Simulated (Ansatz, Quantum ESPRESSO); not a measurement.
# BaSi3Pd (I4mm, 5 atoms in the cell) computed with different codes at matched settings

Self-consistent single point, at a second geometry (lattice scaled by 0.98). First geometry:

```yaml
crystal:
  lattice:
    - [-2.25519, 2.25519, 5.21217]
    - [2.25519, -2.25519, 5.21217]
    - [2.25519, 2.25519, -5.21217]
  atoms:
    - { symbol: Ba, position: [0.61547, 0.61547, 0.00000] }
    - { symbol: Si, position: [0.00061, 0.00061, 0.00000] }
    - { symbol: Si, position: [0.36917, 0.86917, 0.50000] }
    - { symbol: Si, position: [0.86917, 0.36917, 0.50000] }
    - { symbol: Pd, position: [0.26227, 0.26227, 0.00000] }
```

Shared settings, as Ansatz (a program for electronic structure) writes them: kpoints.mp_grid.grid = 8 8 8; scf.occupations.method = fermi_dirac; scf.occupations.width = 0.1 eV. Potentials and cutoffs stand in the table.

```csv
code,model,ΔF from the first geometry (meV/atom),pressure (GPa),largest force (eV/Å),cutoff
Ansatz,"LDA (PW92), PAW files made with PBE",-52.9,-4.67,0.232,default
Quantum ESPRESSO,"LDA (PZ), GBRV 1.5 ultrasoft (LDA) pseudopotentials",-50.4,-4.34,0.213,40 Ry
```

Size of the force on each atom (eV/Å): Sizes of forces hide their directions.

```
code                Ba1    Si2    Si3    Si4    Pd5
----------------  -----  -----  -----  -----  -----
Ansatz            0.084  0.232  0.089  0.089  0.029
Quantum ESPRESSO  0.071  0.213  0.079  0.079  0.016
```

On Ansatz's run: spin polarisation is off.

The spread over the programs that give each value: ΔF from the first geometry within 2.5 meV/atom; pressure within 0.33 GPa; largest force within 0.019 eV/Å.

Ansatz's pressure is given at a fixed set of plane waves, as the other plane-wave codes print theirs. The same LDA comes in different parametrisations, which differ slightly.

The starting cell comes from a database of computed structures (which also holds hypothetical and non-ambient phases and stackings), without a prior relaxation at this level. Its lattice was rescaled by a random factor within 2.5 % of one. For this run, on top of that: lattice scaled by 0.98.

Keys are those of Ansatz 0.2.
